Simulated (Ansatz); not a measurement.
Consider Ti₂AlN (space group P6_3/mmc, No. 194; a cell from a computed database, its experimental status unchecked).

```yaml
crystal:
  lattice:
    - [2.96412, 0.00000, 0.00000]
    - [-1.48206, 2.56700, 0.00000]
    - [0.00000, 0.00000, 13.53408]
  atoms:
    - { symbol: Ti, position: [0.33333, 0.66667, 0.08498] }
    - { symbol: Ti, position: [0.66667, 0.33333, 0.91502] }
    - { symbol: Ti, position: [0.66667, 0.33333, 0.58498] }
    - { symbol: Ti, position: [0.33333, 0.66667, 0.41502] }
    - { symbol: Al, position: [0.33333, 0.66667, 0.75000] }
    - { symbol: Al, position: [0.66667, 0.33333, 0.25000] }
    - { symbol: N, position: [0.00000, 0.00000, 0.00000] }
    - { symbol: N, position: [0.00000, 0.00000, 0.50000] }
```

Cartesian axes are those of the cell as printed.

Calculations: Kohn–Sham DFT with the PBEsol functional, run in Ansatz (a quantum-chemistry and plane-wave program) with PAW and 420 eV plane waves, without spin-orbit coupling.

For the base:

```
Property                         Value
-----------------------------  -------
Pressure                       0.0 GPa
Shortest interatomic distance  2.062 Å
Band gap                          zero
```

It is then changed as follows: biaxial strain +4.43 %, plane normal [001], relaxed out of plane (Cartesian); in-plane vectors clamped, the third vector and the atoms free.

Predict the new pressure.

The pressure (mean of the normal stresses, compression positive) goes from zero to -8.3 GPa.

What happens to the shortest interatomic distance?

The shortest interatomic distance grows by 0.035 Å to 2.097 Å.

Predict the new band gap.

The band gap remains zero.

Whether these cells are dynamically stable was not tested. All final runs are without spin polarisation.
